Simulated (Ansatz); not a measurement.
The reference is CuI (space group P4/nmm, No. 129; a = 4.0544 Å, c = 6.3503 Å; a cell from a computed database, its experimental status unchecked; layered, stacked along the Cartesian z axis).

Calculations: r2SCAN+rVV10 (Ansatz, a quantum-chemistry and plane-wave program; PAW; 500 eV plane waves; no SOC), earlier PAW set.

One change was made to it. Results:

```tsv
quantity	base	after
volume per atom	26.10 Å³	25.74 Å³
width of the top valence band	1.14 eV	1.16 eV
electron mass	0.24 mₑ along c, 0.22 mₑ across (at Γ)	0.24 mₑ along c, 0.22 mₑ across (at Γ)
valence-band top at Γ (three highest levels, from the VBM)	0.00, 0.00, -0.89 eV	0.00, 0.00, -0.92 eV
gap character	direct at Γ	direct at Γ
```

Question: What was done to the base?
A) pressure 7.5 GPa
B) pressure 0.3 GPa
C) pressure −1 GPa

Answer: B, pressure 0.3 GPa. For comparison, the electron mass in the other runs: pressure −1 GPa gives 0.24 mₑ (at Γ); pressure 7.5 GPa gives 0.28 mₑ along c, 0.19 mₑ across (at Γ).

Spin-orbit coupling, missing from the scalar runs, can matter with I. Load acts through the strain it causes; cell and atoms are relaxed under it. Masses are band curvatures over ±0.01 Å⁻¹ around the edge. No phonon test of stability was made. No other phases were tried under pressure. All final runs are without spin polarisation. This is not the structure that CuI has at room temperature and ambient pressure.
